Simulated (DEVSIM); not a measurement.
Device: W/SiO2/p-Si capacitor, at 300 K.

| layer (left to right) | material | thickness (nm) | Na (cm⁻³) |
|---|---|---|---|
| 1 | SiO2 | 5.50 | - |
| 2 | Si | 700 | 6.7e16 |

Metal gate on the left, work function 4.6 eV. Fixed charge at the semiconductor interface 0 cm⁻² (in units of +e); no interface traps.

The device is made up for the run: typed textbook-type constants, with dimensions and the other settings drawn at random. Values at 300 K.

```csv
parameter,SiO2,Si
gap (eV),9,1.124
affinity (eV),0.9,4.05
permittivity,3.9,11.7
Nc (cm⁻³),-,2.86e19
Nv (cm⁻³),-,3.1e19
```

Simulated with DEVSIM: 1D Poisson equation in equilibrium, Boltzmann statistics, complete ionisation; no quantum confinement or tunnelling. Metal contacts follow the ideal Schottky-Mott rule: no Fermi-level pinning, no interface dipoles.

Question: Tabulate band edges, carrier densities and field at 0.5 V on the gate.

Answer: Energies count from the Fermi level of the right contact; mesh points crowd at the junctions.

```tsv
x (μm)	Ec (eV)	Ev (eV)	n (cm⁻³)	p (cm⁻³)	field (V/cm)
0.000	3.200	-5.800	< 1e2	< 1e2	360000
0.0009088	3.233	-5.767	< 1e2	< 1e2	360000
0.002137	3.277	-5.723	< 1e2	< 1e2	360000
0.003668	3.332	-5.668	< 1e2	< 1e2	360000
0.005154	3.385	-5.615	< 1e2	< 1e2	360000
0.005914	0.253	-0.871	1.6e15	71000	120000
0.007334	0.269	-0.855	8.5e14	140000	120000
0.01131	0.316	-0.808	1.4e14	810000	110000
0.01715	0.380	-0.744	1.2e13	9900000	110000
0.02869	0.497	-0.626	1.3e11	9.3e8	96000
0.04908	0.671	-0.453	1.5e8	7.6e11	75000
0.1085	0.934	-0.190	5800	2.0e16	16000
0.2022	0.965	-0.159	1700	6.7e16	66
0.3785	0.965	-0.159	1700	6.7e16	≈ 0
0.5608	0.965	-0.159	1700	6.7e16	≈ 0
0.6299	0.965	-0.159	1700	6.7e16	≈ 0
0.6663	0.965	-0.159	1700	6.7e16	≈ 0
0.6847	0.965	-0.159	1700	6.7e16	≈ 0
0.6972	0.965	-0.159	1700	6.7e16	≈ 0
0.7017	0.965	-0.159	1700	6.7e16	≈ 0
0.7040	0.965	-0.159	1700	6.7e16	≈ 0
0.7055	0.965	-0.159	1700	6.7e16	≈ 0
```
